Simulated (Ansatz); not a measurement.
What uniaxial stress, 0.5 GPa compression along z does to TiB2

Start from TiB₂ (space group P6/mmm, No. 191; a = 3.032 Å, c = 3.224 Å; relaxed with 0.1 eV smearing). Axes: x lies along a and z along c of the hexagonal cell.

It is then changed as follows: uniaxial stress, 0.5 GPa compression along z, with the cell and atoms free to relax against it.

Computed with Ansatz (a program for electronic structure), PBE, PAW, cutoff 420 eV, no SOC, earlier PAW set. Γ-centred 22×22×18 mesh, Fermi–Dirac width 0.1 eV.

```csv
quantity,base,changed,shift
volume per atom,8.56 Å³,8.55 Å³,-0.01 Å³
space group,P6/mmm (No. 191),P6/mmm (No. 191),–
energy relative to the base (free energy F),0 meV/atom,0.0 meV/atom,0.0 meV/atom
band gap,zero,zero,–
"strain response (xx, yy, zz)",–,"(+0.02, +0.02, −0.12) %",–
```

Final structure:

```yaml
crystal:
  lattice:
    - [3.03277, 0.00000, 0.00000]
    - [-1.51638, 2.62645, 0.00000]
    - [0.00000, 0.00000, 3.22001]
  atoms:
    - { symbol: Ti, position: [0.00000, 0.00000, 0.00000] }
    - { symbol: B, position: [0.33333, 0.66667, 0.50000] }
    - { symbol: B, position: [0.66667, 0.33333, 0.50000] }
```

Stability under load was not tested beyond the relaxation. The final runs are not spin-polarised.
